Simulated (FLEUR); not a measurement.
FLEUR run on Y2GaNi2 (Immm, 5 atoms in the cell): self-consistent single point.

Computed with PBEsol, all-electron FLAPW (FLEUR), scalar-relativistic valence in FLEUR.

The change in words: lattice scaled by 0.98. Reference geometry:
```yaml
crystal:
  lattice:
    - [-2.08559, 2.66544, 4.12435]
    - [2.08559, -2.66544, 4.12435]
    - [2.08559, 2.66544, -4.12435]
  atoms:
    - { symbol: Y, position: [0.70213, 0.20213, 0.50000] }
    - { symbol: Y, position: [0.29787, 0.79787, 0.50000] }
    - { symbol: Ga, position: [0.00000, 0.00000, 0.00000] }
    - { symbol: Ni, position: [0.26759, 0.50000, 0.76759] }
    - { symbol: Ni, position: [0.73241, 0.50000, 0.23241] }
```

Reference input (self-consistent single point, DFT, PBEsol, all-electron FLAPW (FLEUR), scalar-relativistic valence): Kmax = 3.8 1/bohr; GmaxXC = 11.4 1/bohr; xcFunctional = PBEs; jspins = 1; l_soc = F; mode = hist; fermiSmearingEnergy = 0.00367493 Htr; mesh (inpgen div1-3) = 6 6 6; inpgen gamma flag = true; Gmax = 11.4 1/bohr; numbands = 0; maxIterBroyd = 99. This run's input differs from it in these lines:

```diff
@@ -3,5 +3,5 @@
 &input film=f /
--2.0855850000 2.6654400000 4.1243500000
-2.0855850000 -2.6654400000 4.1243500000
-2.0855850000 2.6654400000 -4.1243500000
+-2.0438730000 2.6121310000 4.0418630000
+2.0438730000 -2.6121310000 4.0418630000
+2.0438730000 2.6121310000 -4.0418630000
 1.8897261246
@@ -47,5 +47,5 @@
          <bravaisMatrix>
-            <row-1>   -3.9411844595738907     5.0369516015538229     7.7938919419940094</row-1>
-            <row-2>    3.9411844595738907    -5.0369516015538229     7.7938919419940094</row-2>
-            <row-3>    3.9411844595738907     5.0369516015538229    -7.7938919419940094</row-3>
+            <row-1>   -3.8623602034645756     4.9362121915775230     7.6380141031541298</row-1>
+            <row-2>    3.8623602034645756    -4.9362121915775230     7.6380141031541298</row-2>
+            <row-3>    3.8623602034645756     4.9362121915775230    -7.6380141031541298</row-3>
          </bravaisMatrix>
```

Log, with long lists cut:

```
 Iteration:     1   Distance:      21.50825255 me/bohr^3
 Iteration:     2   Distance:      13.02062595 me/bohr^3
 Iteration:     3   Distance:       8.83798497 me/bohr^3
 Iteration:     4   Distance:       8.81242675 me/bohr^3
 Iteration:     5   Distance:       5.65080090 me/bohr^3
   [... 12 lines left out ...]
 Iteration:    18   Distance:       0.00076356 me/bohr^3
 Iteration:    19   Distance:       0.00014580 me/bohr^3
 Iteration:    20   Distance:       0.00016754 me/bohr^3
 Iteration:    21   Distance:       0.00000950 me/bohr^3
 Reset of history
 Run finished successfully
 Stop message:
   Structural relaxation: new displacements generated

[file out, last iteration]
             iter=     22
[...]
          total density-effective poten   -1.8891945241E+04
          total charge density-energy d   -4.1441258336E+02
 Updated energy parameters for spin:           1
[...]
 fermi energy and band-weighting factors:
    0.698032    0.708334    0.753480

[...]
FERMIE:
          first approx. to ef    (T=0)  :   0.354052 htr   (energy of the highest occ. eigenvalue)
          number of occ. states  (T=0)  :       1535
          first approx. to seigv (T=0)  : -28.114812 htr
          sum of weights of occ. states :  33.504630
          sum of semicore charge        :   0.000000 e
FERHIS:  Fermi-Energy by histogram:
          bandgap                     :   0.000232 htr
   [... lines left out ...]
          charge neutrality (T=0)     :   0.009259    (zero if the highest occ. eigenvalue is "entirely" occupied)
     EF_NEWTON:  Adjust Fermi-Energy by Newton-Method.
 Direct bandgap for spin            1 :    1.1366871725281946E-002  Htr
 ---->    free energy=                    -11749.3629242185 htr
   [... lines left out ...]
 TOTAL FORCE FOR ATOM TYPE=  1  X=  3.862   Y=  0.000   Z= -4.550
                       FX_TOT= 0.000000 FY_TOT= 0.000000 FZ_TOT=-0.000510
 TOTAL FORCE FOR ATOM TYPE=  2  X=  0.000   Y=  0.000   Z=  0.000
                       FX_TOT= 0.000000 FY_TOT= 0.000000 FZ_TOT= 0.000000
 TOTAL FORCE FOR ATOM TYPE=  3  X=  0.000   Y= -2.294   Z=  7.638
                       FX_TOT= 0.000000 FY_TOT=-0.000341 FZ_TOT= 0.000000
```

The run converged in 21 iterations. FLEUR gives forces in its relaxation mode, with a further iteration, so its stop message speaks of a relaxation. 

The starting cell comes from a database of computed structures (which also holds hypothetical and non-ambient phases and stackings), without a prior relaxation at this level. For this run, on top of that: lattice scaled by 0.98. Spin polarisation is off. Values depend on the basis (sphere radii, cutoffs, local orbitals), which need not be converged. The log's line on a gap gives a spacing of levels on this mesh, which the program prints for metals too.

These are the values that this program gave, and no reference: the default basis lacks the next d shell.

Cost on one core of a shared machine: roughly 7 min.
